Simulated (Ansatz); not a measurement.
# CdSe: pressure 22.5 GPa

Take CdSe in the wurtzite structure (space group P6_3mc, No. 186; a = 4.3019 Å, c = 7.0210 Å) as the base.

The change: a hydrostatic pressure of 22.5 GPa.

The values are results of PBEsol (Ansatz, a program for electronic structure), scalar-relativistic without spin-orbit coupling, not measurements. Γ-centred 9×9×5 mesh, Fermi–Dirac width 0.05 eV.

```csv
quantity,base,changed,shift
volume per atom,28.13 Å³,21.85 Å³,-6.28 Å³
density,5.65 g/cm³,7.27 g/cm³,+1.62 g/cm³
lattice parameter a,4.302 Å,3.840 Å,-0.462 Å
c/a ratio,1.632,1.782,+0.150
shortest interatomic distance,2.633 Å,2.403 Å,-0.230 Å
enthalpy H = E + PV relative to the base's energy,–,+3.43 eV/atom,–
band gap,0.54 eV,0.66 eV,+0.126 eV
gap character,direct at Γ,direct at Γ,–
width of the top valence band,1.75 eV,2.88 eV,+1.13 eV
"valence-band top at Γ (three highest levels, from the VBM)","0.00, 0.00, -0.05 eV","0.00, 0.00, -0.68 eV",–
```

Cost of the whole job for the changed cell (relaxation, final SCF and bands): around 60 core-seconds (rough).

Load acts through the strain it causes; cell and atoms are relaxed under it. Stability against distortions was not tested. Measured, CdSe leaves this structure (for rock salt) near 2.72 GPa (temperature not stated; as listed in Datta, Sujoy, Jana, Debnarayan, arXiv (2020)), on rising pressure, with hysteresis.
